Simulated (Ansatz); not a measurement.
## Se: isotropic strain +0.71 %

Start from Se (space group P3_121, No. 152; a = 4.535 Å, c = 5.041 Å; made of chains).

The change: every lattice vector is stretched by 0.71 %; the atoms relax in the strained cell.

The values are results of PBE in Ansatz (plane waves to 420 eV, PAW, no spin-orbit coupling), not measurements. Γ-centred 8×8×7 mesh, Fermi–Dirac width 0.05 eV.

The volume per atom rises by 0.642 Å³, from 29.92 Å³ to 30.57 Å³ and the space group stays P3_121 (No. 152). The shortest interatomic distance stays essentially unchanged (2.400 Å against 2.401 Å) and the energy goes up by 0.6 meV/atom. The pressure (mean of the normal stresses, compression positive) goes from zero to -0.29 GPa and the band gap falls by 0.03 eV to 1.01 eV. The gap character is still indirect, L → H and the mean gap deformation potential ΔEg/Δln V amounts to -1.5 eV. The electron mass changes from 0.16 mₑ along c, 0.37 mₑ across (at H) to 0.16 mₑ along c, 0.39 mₑ across (at H) and the largest internal atomic displacement amounts to 0.013 Å.

Final structure:

```yaml
crystal:
  lattice:
    - [4.56674, 0.00000, 0.00000]
    - [-2.28337, 3.95492, 0.00000]
    - [0.00000, 0.00000, 5.07726]
  atoms:
    - { symbol: Se, position: [0.21524, 0.00000, 0.83333] }
    - { symbol: Se, position: [0.00000, 0.21524, 0.16667] }
    - { symbol: Se, position: [0.78476, 0.78476, 0.50000] }
```

Cost of the whole job for the changed cell (relaxation, final SCF and bands): around 30 core-seconds (rough).

Masses are band curvatures over ±0.01 Å⁻¹ around the edge. No phonon test of stability was made. No dispersion term is included, though the crystal is made of layers, chains or molecules, so its spacings can come out too wide.

Ansatz is a first-principles code.
